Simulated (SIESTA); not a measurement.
Band structure of NbZn3 (Pm-3m, 4 atoms in the cell).

```
NbZn3
1.0
    3.90998     0.00000     0.00000
    0.00000     3.90998     0.00000
    0.00000     0.00000     3.90998
Nb Zn
1 3
Cartesian
  0.00000   0.00000   0.00000
  1.95499   0.00000   1.95499
  0.00000   1.95499   1.95499
  1.95499   1.95499   0.00000
```

Level of theory: GGA PBEsol, numerical atomic orbitals DZP, PseudoDojo PBEsol standard norm-conserving potentials (rewritten from UPF to PSML) run with SIESTA.

Settings: XC.functional = GGA; XC.authors = PBEsol; potentials = PseudoDojo PBEsol standard; PAO.BasisSize = DZP; PAO.EnergyShift = 0.01 Ry; MeshCutoff = 350 Ry; kgrid.MonkhorstPack = 7 7 7; OccupationFunction = FD; ElectronicTemperature = 100 meV; MaxSCFIterations = 150; SCF.Mixer.Method = Pulay; SCF.Mixer.Weight = 0.2; SCF.Mixer.History = 8; SCF.DM.Tolerance = 1.0E-05.

The starting cell comes from a database of computed structures (which also holds hypothetical and non-ambient phases and stackings), without a prior relaxation at this level. Spin polarisation is off. Values carry the incompleteness of an atom-centred basis.

Levels in eV from the Fermi level, bands 33 to 38:
| point | 33 | 34 | 35 | 36 | 37 | 38 |
|---|---|---|---|---|---|---|
| Γ | -1.42 | -1.42 | 0.44 | 0.44 | 0.44 | 1.44 |
| X | -6.25 | -1.17 | -1.12 | -1.12 | 1.43 | 1.64 |
| M | -3.45 | -3.41 | -3.41 | -0.42 | -0.42 | 1.72 |
| R | -2.94 | -2.94 | -2.67 | -0.96 | -0.96 | -0.96 |

Bands cross the Fermi level along this path, so the cell is metallic at this level.

Higher empty bands are left out: an atom-centred basis made for the valence describes them poorly.
